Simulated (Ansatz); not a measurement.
**BeTe in the zinc blende structure (space group F-43m, No. 216)**

```cif
data_Be4Te4
_chemical_formula_sum 'Te4 Be4'
_space_group_name_H-M_alt 'F-43m'
_space_group_IT_number 216
_space_group_name_Hall 'F -4 2 3'
_cell_length_a 5.60441
_cell_length_b 5.60441
_cell_length_c 5.60441
_cell_angle_alpha 90.000
_cell_angle_beta 90.000
_cell_angle_gamma 90.000
loop_
_atom_site_label
_atom_site_type_symbol
_atom_site_symmetry_multiplicity
_atom_site_Wyckoff_symbol
_atom_site_fract_x
_atom_site_fract_y
_atom_site_fract_z
_atom_site_occupancy
Te1 Te 4 c 0.25000 0.25000 0.25000 1
Be1 Be 4 a 0.00000 0.00000 0.00000 1
```
(The calculation used a cell of 2 atoms; values per cell refer to that cell.)

Method: PBEsol (Ansatz, a program for electronic structure, PAW, no spin-orbit coupling). Settings: 10×10×10 k-points, 0.05 eV Fermi–Dirac smearing.

The volume per atom is 22.00 Å³ and the density is 5.15 g/cm³. The band gap is 1.84 eV, indirect, Γ → X and the electron mass is 1.4 mₑ along k, 0.25 mₑ across. The hole mass (degenerate bands, along [100]) is 0.20, 0.33, 0.33 mₑ and the lowest conduction-band minima above the VBM is X along ⟨100⟩ 1.84 eV; L along ⟨111⟩ 3.08 eV. The total energy is -3496.283 eV/atom (σ→0; compares only within this code and set-up).

With Te present, leaving out spin-orbit coupling can change the band edges. Effective masses come from finite differences of ±0.01 Å⁻¹. Along k means along the line from Γ to the band edge. No phonon test of stability was made.
